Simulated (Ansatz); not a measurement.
HfB2 (model structure, started from the MoSi2 type, I4/mmm, No. 139, 3 atoms in the cell) was calculated with PBEsol (Ansatz, a program for electronic structure, plane waves, PAW).

Settings: plane-wave cutoff 520 eV, 24×24×24 k mesh, Fermi–Dirac smearing 0.05 eV, scalar-relativistic PAW data made under PBE.

Cell (relaxed at this level):

Space group I4/mmm (No. 139); a = 3.382 Å, b = 3.382 Å, c = 6.228 Å, α = 90.00°, β = 90.00°, γ = 90.00°

| atom | site | symmetry | x | y | z |
|---|---|---|---|---|---|
| Hf | 2a | 4/mmm | 0.0000 | 0.0000 | 0.0000 |
| B | 4e | 4mm | 0.0000 | 0.0000 | 0.3750 |
(The calculation used a cell of 3 atoms; values per cell refer to that cell.)

Estimate the bulk modulus that the calculation returns.


- bulk modulus = 159 GPa

The run finds no gap.

Note: the bulk modulus is −V dP/dV from two relaxed cells at ±2 % in volume; the relaxation could raise the start's symmetry but not lower it, so the cell can be a saddle point.

Spin–orbit coupling is not included; it can open a gap where bands touch, and shift volumes and moduli.

Static lattice: no zero-point or thermal effects.

Cost on a shared machine: around 17 core-minutes (rough).

A model structure was made by putting elements into a prototype or built by hand; it is no filed structure, need not be a known phase, and can be a saddle point held by its symmetry.
